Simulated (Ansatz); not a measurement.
MoP (P-6m2, No. 187, 2 atoms in the cell; start COD 1539074), treated with PBEsol (PAW; Ansatz, an electronic-structure program).

Numerical settings: plane-wave cutoff 520 eV, 18×18×18 k mesh, Fermi–Dirac smearing 0.05 eV, no spin polarisation, scalar-relativistic PAW data made under PBE.

Cell (relaxed at this level):

Space group P-6m2 (No. 187); a = 3.2063 Å, b = 3.2063 Å, c = 3.1743 Å, α = 90.00°, β = 90.00°, γ = 120.00°

| atom | site | symmetry | x | y | z |
|---|---|---|---|---|---|
| Mo | 1a | -6m2 | 0.0000 | 0.0000 | 0.0000 |
| P | 1d | -6m2 | 0.3333 | 0.6667 | 0.5000 |

Task: What does this level give for the bulk modulus B0?

Result: 
* **bulk modulus B0**: 234 GPa

The run finds no gap.

Note: the bulk modulus is −V dP/dV from two relaxed cells at ±2 % in volume; the relaxation could not lower the start's symmetry, so the cell can be a saddle point above a distorted one.
